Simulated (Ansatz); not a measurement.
## A computed series for MgF2: pressure series

Take MgF₂ (space group Pa-3, No. 205; a = 4.954 Å; a cell from a computed database, its experimental status unchecked) as the base.

Cell and atoms are relaxed at each pressure.

The values are results of Ansatz (a quantum-chemistry and plane-wave program) PBEsol, without spin-orbit coupling, not measurements.

Notes on the quantities. enthalpy: H = E + PV relative to the base's energy.

```
variant           volume per atom       enthalpy  width of the top valence band
----------------  ---------------  -------------  -----------------------------
base                     10.13 Å³              –                        0.50 eV
pressure −2 GPa          10.33 Å³  -0.13 eV/atom                        0.50 eV
pressure −1 GPa          10.22 Å³  -0.06 eV/atom                        0.50 eV
pressure 0.3 GPa         10.10 Å³  +0.02 eV/atom                        0.51 eV
pressure 0.7 GPa         10.07 Å³  +0.04 eV/atom                        0.51 eV
pressure 1.5 GPa          9.99 Å³  +0.09 eV/atom                        0.51 eV
pressure 3 GPa            9.87 Å³  +0.19 eV/atom                        0.52 eV
pressure 5 GPa            9.71 Å³  +0.31 eV/atom                        0.52 eV
pressure 7.5 GPa          9.53 Å³  +0.46 eV/atom                        0.53 eV
```

The levels and masses belong to the bands next to the band gap. Load acts through the strain it causes; cell and atoms are relaxed under it. Whether these cells are dynamically stable was not tested. No other phases were tried under pressure.
